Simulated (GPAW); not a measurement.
GPAW is run on LiTa₂S₄ (P-3m1, 7 atoms in the cell), and the run fails. The aim is a self-consistent single point with DFT PBEsol, plane waves, GPAW PAW datasets PBEsol (made by gpaw-setup).

Cell that was meant: a = 3.3597 Å, b = 3.3597 Å, c = 12.8935 Å, α = 90.00°, β = 90.00°, γ = 120.00°.

Part of the input:

```python
              cell=[[3.359680, 0.000000, 0.000000],
                    [-1.679840, 2.909568, 0.000000],
                    [0.000000, 0.000000, 12.893460]],
              positions=[[0.000000, 0.000000, 0.500000],
                         [0.000000, 0.000000, 0.246970],
                         [0.000000, 0.000000, 0.753030],
                         [0.333333, 0.666667, 0.370490],
                         [0.666667, 0.333333, 0.629510],
                         [0.666667, 0.333333, 0.871450],
                         [0.333333, 0.666667, 0.128550]],
              pbc=True)

calc = GPAW(mode={'name': 'pw', 'ecut': 550},
```

Output, abridged:

```
Input parameters:
  convergence: {forces: 0.001}
  kpts: {gamma: True,
         size: (8, 8, 2)}
  maxiter: 150
  mode: {ecut: 550,
         name: pw}
  nbands: -13
  occupations: {name: methfessel-paxton,
                order: 1,
                width: 0.05}
  symmetry: {symmorphic: False,
             tolerance: 0.0005}
  xc: PBEsol

species:
  Li:
   [... lines left out ...]
  Total Charge: 0.000000

Density mixing:
  Method: separate
  Backend: pulay
  Linear mixing parameter: 0.05
  old densities: 5
  Damping of long wavelength oscillations: 50

Hamiltonian:
  XC and Coulomb potentials evaluated on a 40*40*140 grid
  External potential:
    NoExternalPotential

XC parameters: PBEsol with 2 nearest neighbor stencil

Number of atoms: 7
Number of atomic orbitals: 46
Number of bands in calculation: 38
Number of valence electrons: 51
Bands to converge: occupied

Density initialized from atomic densities
  38 bands from LCAO basis set

Atomic positions and initial magnetic moments

Positions:
   0 Li     0.000000    0.000000    0.500000    ( 0.0000,  0.0000,  0.0000)
   1 Ta     0.000000    0.000000    0.246970    ( 0.0000,  0.0000,  0.0000)
   2 Ta     0.000000    0.000000    0.753030    ( 0.0000,  0.0000,  0.0000)
   3 S      0.333333    0.666667    0.370490    ( 0.0000,  0.0000,  0.0000)
   4 S      0.666667    0.333333    0.629510    ( 0.0000,  0.0000,  0.0000)
   5 S      0.666667    0.333333    0.871450    ( 0.0000,  0.0000,  0.0000)
   6 S      0.333333    0.666667    0.128550    ( 0.0000,  0.0000,  0.0000)

Unit cell:
           periodic     x           y           z      points  spacing
  1. axis:    yes    3.359680    0.000000    0.000000    20     0.1455
  2. axis:    yes   -1.679840    2.909568    0.000000    20     0.1455
  3. axis:    yes    0.000000    0.000000   12.893460    70     0.1842

  Lengths:   3.359680   3.359680  12.893460
  Angles:   90.000000  90.000000 120.000002

Effective grid spacing dv^(1/3) = 0.1651

Traceback (most recent call last):
   [... frames left out ...]
numpy.linalg.LinAlgError: The leading minor of order 75 of B is not positive definite. The factorization of B could not be completed and no eigenvalues or eigenvectors were computed.

The above exception was the direct cause of the following exception:

Traceback (most recent call last):
   [... frames left out ...]
ValueError: Too few plane waves or grid points
```

**Question.** From the messages shown, name the fault and mend the input.

**Answer.** The fault is this: fractional coordinates typed as Cartesian; here the program stops on it instead of giving results. To fix it, make label and numbers agree, by changing either. The program stopped with an error.

The sound input it was made from differs as follows (other fixes are possible):
```diff
-              positions=[[0.000000, 0.000000, 0.500000],
-                         [0.000000, 0.000000, 0.246970],
-                         [0.000000, 0.000000, 0.753030],
-                         [0.333333, 0.666667, 0.370490],
-                         [0.666667, 0.333333, 0.629510],
-                         [0.666667, 0.333333, 0.871450],
-                         [0.333333, 0.666667, 0.128550]],
+              positions=[[0.000000, 0.000000, 6.446730],
+                         [0.000000, 0.000000, 3.184298],
+                         [0.000000, 0.000000, 9.709162],
+                         [-0.000002, 1.939713, 4.776898],
+                         [1.679842, 0.969855, 8.116562],
+                         [1.679842, 0.969855, 11.236006],
+                         [-0.000002, 1.939713, 1.657454]],
```

With that input, the run converged in 28 iterations: free energy E − TS (from the program's reference atoms) -49.4527 eV; Fermi level (on the code's own zero) 7.00 eV; pressure -3.96 GPa; largest force (vector length) 0.266 eV/Å (DFT PBEsol, plane waves, GPAW PAW datasets PBEsol (made by gpaw-setup)).

On the sound input: the starting cell comes from a database of computed structures (which also holds hypothetical and non-ambient phases and stackings), without a prior relaxation at this level. Spin-orbit coupling is off. Spin polarisation is off; with an odd number of electrons in the cell that forces a metal, and a magnetic state may lie lower. With a pressure of about -4 GPa the cell is away from its equilibrium volume at this level.
